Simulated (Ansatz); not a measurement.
O on the 1x1 (111) surface of fcc Rh, one in a 2x1 cell, energies for each (12.7 Å²). Energies are against ½ O2(g), without zero-point or thermal terms; each row is named by its start.

Calculation: PBE (plane waves to 420 eV, PAW; Ansatz, an electronic-structure program).

Model: 9-atom slab, 6.5 Å thick at the start under the adsorbate (thin: gaps and levels are the slab's own), 6x12x1 mesh, Fermi-Dirac 0.1 eV, dipole correction, 4 atoms held, the rest relaxed; each run with such symmetry as its start has; spin where the adsorbate may keep a moment, no spin-orbit, no U, no dispersion correction.

A negative adsorption energy means that the adsorbate is more stable on the surface than in its reference. Starts that drift may end in the same place. Heights count from the host atoms within 0.3 Å of the top one.

| starting site | E_ads (eV) | height (Å) | nearest host atom (Å) | bonded to | Δ work function (eV) | lateral drift (Å) | moment (μB) |
|---|---|---|---|---|---|---|---|
| top Rh | -1.63 | 1.21 | Rh 1.96 | 3 Rh | 0.85 | 1.5 | 0.0 |
| hollow Rh-Rh-Rh over Rh at depth 2.2 Å | -1.63 | 1.21 | Rh 1.96 | 3 Rh | 0.85 | 0.0 | – |
| hollow Rh-Rh-Rh over Rh at depth 4.4 Å | -1.77 | 1.21 | Rh 1.97 | 3 Rh | 1.00 | 0.0 | – |
| bridge Rh-Rh (span 2.7 Å) | -1.77 | 1.21 | Rh 1.97 | 3 Rh | 1.00 | 0.8 | – |
